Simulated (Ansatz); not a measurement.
Consider ZnSe in the zinc blende structure (space group F-43m, No. 216).

```xyz
2
Lattice="0.0000 2.8327 2.8327 2.8327 0.0000 2.8327 2.8327 2.8327 0.0000" Properties=species:S:1:pos:R:3 pbc="T T T"
Se     4.2491     4.2491     4.2491
Zn     0.0000     0.0000     0.0000
```

Cartesian axes are those of the cell as printed.

All numbers come from Ansatz (an electronic-structure program), r2SCAN, PAW, cutoff 500 eV, without spin-orbit coupling.

Small strains at fixed cell, atoms relaxed; stresses less that of the base, compression positive, in the order xx, yy, zz, yz, xz, xy:

```json
[
 {"strain tensor components (%)": "-0.68, 1.19, 0.02, -0.26, 0.12, 0.81", "stress (GPa)": "-0.02, -0.72, -0.27, 0.21, -0.10, -0.67"},
 {"strain tensor components (%)": "0.17, 0.67, 0.95, 0.27, -0.33, 0.32", "stress (GPa)": "-0.96, -1.14, -1.25, -0.22, 0.27, -0.26"},
 {"strain tensor components (%)": "0.00, -1.76, 0.00, 0.00, 0.00, 0.00", "stress (GPa)": "0.99, 1.62, 0.99, 0.00, 0.00, 0.00"},
 {"strain tensor components (%)": "-0.49, -0.49, -0.49, 0.00, 0.00, 0.00", "stress (GPa)": "0.99, 0.99, 0.99, 0.00, 0.00, 0.00"}
]
```

With σ_ii = C11 ε_ii + C12 (tr ε − ε_ii) and σ_ij = 2 C44 ε_ij (tension positive), least squares gives C11 ≈ 90 GPa, C12 ≈ 54 GPa and C44 ≈ 41 GPa (good to about 1 GPa or a few per cent; finite strains leave residuals up to 0.1 GPa). Then B = (C11 + 2 C12)/3 ≈ 66 GPa, C′ = (C11 − C12)/2 ≈ 18.0 GPa and the Zener ratio C44/C′ ≈ 2.3. The Born criteria for a cubic crystal are met. Phonon stability is a separate test, not made here.

Measured C11 of ZnSe: 85.9 GPa (temperature not stated; as listed in Oses, Corey, arXiv (2018)); the computed value is for a static lattice, so the two differ by thermal effects too.

Measured C12 of ZnSe: 50.6 GPa (temperature not stated; as listed in Oses, Corey, arXiv (2018)); the computed value is for a static lattice, so the two differ by thermal effects too.

Measured C44 of ZnSe: 40.6 GPa (temperature not stated; as listed in Oses, Corey, arXiv (2018)); the computed value is for a static lattice, so the two differ by thermal effects too.

Stability against distortions was not tested.
